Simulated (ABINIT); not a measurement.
## A self-consistent single point of ZrNbB2 (Amm2, 4 atoms in the cell) with ABINIT

Method of the run: PBEsol, PAW (JTH v2.0 PBE PAW, files made for PBE) (plane waves; ABINIT).

Input as run:

```
# ZrNbB2, JTH v2.0 PBE PAW
pp_dirpath "./"
pseudos "Zr.GGA_PBE-JTH.xml, Nb.GGA_PBE-JTH.xml, B.GGA_PBE-JTH.xml"
acell 3.1929700000 4.9012116821 4.9012116821 Angstrom
rprim
         1.0000000000    0.0000000000    0.0000000000
         0.0000000000    0.3495921236    0.9369019944
         0.0000000000   -0.3495921236    0.9369019944
natom 4
ntypat 3
znucl 40 41 5
typat 1 2 3 3
xcart
         0.0000000000   -0.0000000000    1.3626167267
         1.5964850000    0.0000000000    7.9144181207
         1.5964850000    0.0000000000    5.0325071627
         0.0000000000    0.0000000000    4.0581861508
      Angstrom
ecut 20
pawecutdg 40
pawxcdev 0
ixc -116133
occopt 7
tsmear 0.00499791
nband 22
kptopt 1
ngkpt 6 6 6
nshiftk 1
shiftk 0 0 0
nstep 80
tolvrs 1.0e-12
prtwf 0
prtden 0
enunit 1
```

Log, with long lists cut:

```
 Symmetries : space group Am m 2 (# 38); Bravais oC (1-face-center ortho.)

 -outvars: echo values of preprocessed input variables --------
            acell      6.0338388505E+00  9.2619477985E+00  9.2619477985E+00 Bohr
             ecut      2.00000000E+01 Hartree
           enunit           1
              ixc     -116133
         kptrlatt        6    0    0      0    6    0      0    0    6
          kptrlen      3.62030331E+01
            natom           4
            nband          22
            ngfft          27      40      40
          ngfftdg          36      54      54
             nkpt          52
            nstep          80
             nsym           4
           ntypat           3
           occopt           7
        pawecutdg      4.00000000E+01 Hartree
         pawxcdev           0
            rprim      1.0000000000E+00  0.0000000000E+00  0.0000000000E+00
                       0.0000000000E+00  3.4959212360E-01  9.3690199440E-01
                       0.0000000000E+00 -3.4959212360E-01  9.3690199440E-01
          spgroup          38
           tolvrs      1.00000000E-12
           tsmear      4.99791000E-03 Hartree
            typat      1  2  3  3
           useylm           1
             xred      0.0000000000E+00  1.4837000000E-01  1.4837000000E-01
                       5.0000000000E-01  8.6177000001E-01  8.6177000001E-01
                       5.0000000000E-01  5.4797000001E-01  5.4797000001E-01
                       0.0000000000E+00  4.4188000001E-01  4.4188000001E-01
            znucl       40.00000   41.00000    5.00000

== DATASET  1 ==================================================================

 Real(R)+Recip(G) space primitive vectors, cartesian coordinates (Bohr,Bohr^-1):
 R(1)=  6.0338389  0.0000000  0.0000000  G(1)=  0.1657320  0.0000000  0.0000000
 R(2)=  0.0000000  3.2379040  8.6775374  G(2)=  0.0000000  0.1544209  0.0576200
 R(3)=  0.0000000 -3.2379040  8.6775374  G(3)=  0.0000000 -0.1544209  0.0576200
 Unit cell volume ucvol=  3.3906594E+02 bohr^3
 Angles (23,13,12)=  4.09247392E+01  9.00000000E+01  9.00000000E+01 degrees

 Coarse grid specifications (used for wave-functions):

 getcut: wavevector=  0.0000  0.0000  0.0000  ngfft=  27  40  40
         ecut(hartree)=     20.000   => boxcut(ratio)=   2.14042

 Fine grid specifications (used for densities):

 getcut: wavevector=  0.0000  0.0000  0.0000  ngfft=  36  54  54
         ecut(hartree)=     40.000   => boxcut(ratio)=   2.04837

   1.22912950E+03                                ecore*ucvol(ha*bohr**3)

_setup2: Arith. and geom. avg. npw (full set) are    1448.718    1448.701

--- !BeginCycle
solver: {iscf: 17, nstep: 80, nline: 4, wfoptalg: 10, }
tolerances: {tolvrs: 1.00E-12, }
...

     iter   Etot(hartree)      deltaE(h)  residm     nres2
 ETOT  1  -110.68328699416    -1.107E+02 4.902E-01 3.433E+01
 ETOT  2  -110.86021448811    -1.769E-01 3.510E-02 7.366E+00
 ETOT  3  -110.85219790141     8.017E-03 1.534E-02 8.013E-01
 ETOT  4  -110.85279861688    -6.007E-04 5.363E-03 3.378E-01
 ETOT  5  -110.85215000694     6.486E-04 2.591E-03 1.460E-03
 ETOT  6  -110.85217492345    -2.492E-05 2.401E-03 9.825E-04
   [... 3 lines left out ...]
 ETOT 10  -110.85217315233     1.800E-10 3.146E-04 2.623E-08
 ETOT 11  -110.85217315229     4.508E-11 2.160E-04 5.316E-10
 ETOT 12  -110.85217315229    -4.832E-13 2.089E-04 2.505E-11
 ETOT 13  -110.85217315229     3.126E-13 7.973E-05 5.634E-12
 ETOT 14  -110.85217315229    -3.126E-13 1.353E-04 2.006E-13

 At SCF step   14       nres2   =  2.01E-13 < tolvrs=  1.00E-12 =>converged.

 Cartesian components of stress tensor (hartree/bohr^3)
  sigma(1 1)=  1.84032841E-04  sigma(3 2)=  0.00000000E+00
  sigma(2 2)=  2.73994006E-04  sigma(3 1)=  0.00000000E+00
  sigma(3 3)=  2.27236597E-04  sigma(2 1)=  0.00000000E+00

 ----iterations are completed or convergence reached----

 reduced coordinates (array xred) for    4 atoms
       0.000000000000      0.148370000002      0.148370000002
       0.500000000000      0.861770000012      0.861770000012
       0.500000000000      0.547970000008      0.547970000008
       0.000000000000      0.441880000006      0.441880000006
 cartesian forces (eV/Angstrom) at end:
    1     -0.00000000000000     0.00000000000000    -0.12159602126085
    2     -0.00000000000000    -0.00000000000000     0.13700716984360
    3     -0.00000000000000     0.00000000000000    -0.01388377640168
    4     -0.00000000000000     0.00000000000000    -0.00152737218107
 frms,max,avg= 5.3034304E-02 1.3700717E-01   0.000E+00  0.000E+00  6.072E-07 e/A
 length scales=  6.033838850520  9.261947798469  9.261947798469 bohr
              =  3.192970000000  4.901211682100  4.901211682100 angstroms
 Fermi (or HOMO) energy (eV) =  12.04686   Average Vxc (eV)= -12.43158
 Eigenvalues (   eV  ) for nkpt=  52  k points:
 kpt#   1, nband= 22, wtk=  0.00463, kpt=  0.0000  0.0000  0.0000 (reduced coord)
 -42.30659  -35.70903  -18.49508  -18.39754  -18.20098  -13.86471  -13.74384  -13.53378
   1.44663    6.38250    9.46071    9.52572    9.95821    9.99326   12.05018   13.18132
  13.75529   14.17249   14.91922   16.10823   16.65215   17.42446
 prteigrs : prtvol=0 or 1, do not print more k-points.

--- !EnergyTerms
comment             : Components of total free energy in Hartree
kinetic             :  2.86757778787937E+01
hartree             :  1.64157074676676E+01
xc                  : -1.55834156247866E+01
Ewald energy        : -9.58817223496906E+01
psp_core            :  3.62504564650559E+00
local_psp           : -7.39489102308204E+01
spherical_terms     :  2.58459619520146E+01
internal            : -1.10851555260316E+02
'-kT*entropy'       : -6.17939572106218E-04
total_energy        : -1.10852173199888E+02
total_energy_eV     : -3.01644103665736E+03
...

-Cartesian components of stress tensor (GPa)         [Pressure= -6.7204E+00 GPa]
- sigma(1 1)=  5.41443220E+00  sigma(3 2)=  0.00000000E+00
- sigma(2 2)=  8.06118061E+00  sigma(3 1)=  0.00000000E+00
- sigma(3 3)=  6.68553037E+00  sigma(2 1)=  0.00000000E+00

 Calculation completed.
```

The run converged in 14 iterations.

The starting cell comes from a database of computed structures (which also holds hypothetical and non-ambient phases and stackings), without a prior relaxation at this level. Spin polarisation is off. The potentials were made for another functional than the one used. With a pressure of about -7 GPa the cell is away from its equilibrium volume at this level.

Cost on one core of a shared machine: roughly 2 min.
